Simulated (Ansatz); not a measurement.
Consider the following.

End structure of H on the 1x1 (111) surface of fcc Pt, one in a 2x1 cell, started at the site 'hollow Pt-Pt-Pt over Pt at depth 2.3 Å':

```
CELL_PARAMETERS angstrom
      5.61443     0.00000     0.00000
     -1.40361     2.43112     0.00000
      0.00000     0.00000    26.00000
ATOMIC_POSITIONS crystal
  Pt 0.16667 0.66667 0.36788
  Pt 0.66667 0.66667 0.36788
  Pt 0.33333 0.33333 0.45641
  Pt 0.83333 0.33333 0.45641
  Pt 0.99923 0.99923 0.54416
  Pt 0.50094 0.00094 0.54425
  Pt 0.16460 0.66460 0.63325
  Pt 0.67520 0.67520 0.63635
  H  0.49554 0.99554 0.66914
```

Model: 9-atom slab, 6.9 Å thick at the start under the adsorbate (thin: gaps and levels are the slab's own), 6x12x1 mesh, Fermi-Dirac 0.1 eV, dipole correction, 4 atoms held, the rest relaxed; symmetry of the start imposed; no spin, no spin-orbit, no U, no dispersion correction. At the end it is bonded to 3 Pt. In PBE this state lies 0.05 eV over the lowest of the starts that converged ('hollow Pt-Pt-Pt over Pt at depth 4.6 Å').

A negative adsorption energy means that the adsorbate is more stable on the surface than in its reference.

Predict the change of the work function from PBE run with Ansatz (an electronic-structure program).

-0.20 eV

Predict the change of the step from the bottom to the top vacuum level, against the clean slab from PBE.

-0.17 eV

What work function of the top face does PBE give?

5.48 eV

What adsorption energy against ½ H2(g) does PBE give?

-0.38 eV
